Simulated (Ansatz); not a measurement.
Cl on the 1x1 (111) surface of fcc Pd, one in a 2x2 cell, energies for each (26.9 Å²). Energies are against ½ Cl2(g), without zero-point or thermal terms; each row is named by its start.

All values below come from PBE (plane waves to 420 eV, PAW; Ansatz, a program for electronic structure).

Set-up: 17 atoms, 6.8 Å thick at the start under the adsorbate (thin: gaps and levels are the slab's own); mesh 6x6x1; 0.1 eV smearing; dipole correction on; 8 atoms held, the rest relaxed; each run with such symmetry as its start has; no spin, no spin-orbit, no U, no dispersion correction.

A negative adsorption energy means that the adsorbate is more stable on the surface than in its reference. Heights count from the host atoms within 0.3 Å of the top one.

```
starting site                           E_ads (eV)  height (Å)  nearest host atom (Å)  bonded to  Δ work function (eV)  lateral drift (Å)
--------------------------------------  ----------  ----------  ---------------------  ---------  --------------------  -----------------
top Pd                                         [?]         [?]                Pd 2.25         Pd                  1.16                0.0
hollow Pd-Pd-Pd over Pd at depth 2.3 Å         [?]        1.86                Pd 2.46       3 Pd                  0.24                0.0
hollow Pd-Pd-Pd over Pd at depth 4.5 Å       -1.65        1.83                Pd 2.45       3 Pd                  0.19                0.0
bridge Pd-Pd (span 2.8 Å)                    -1.65        1.83                Pd 2.44       3 Pd                  0.19                0.8
```

Q: What belongs in the gaps?

A: 
- top Pd, E_ads (eV): -1.17
- top Pd, height (Å): 2.26
- hollow Pd-Pd-Pd over Pd at depth 2.3 Å, E_ads (eV): -1.56
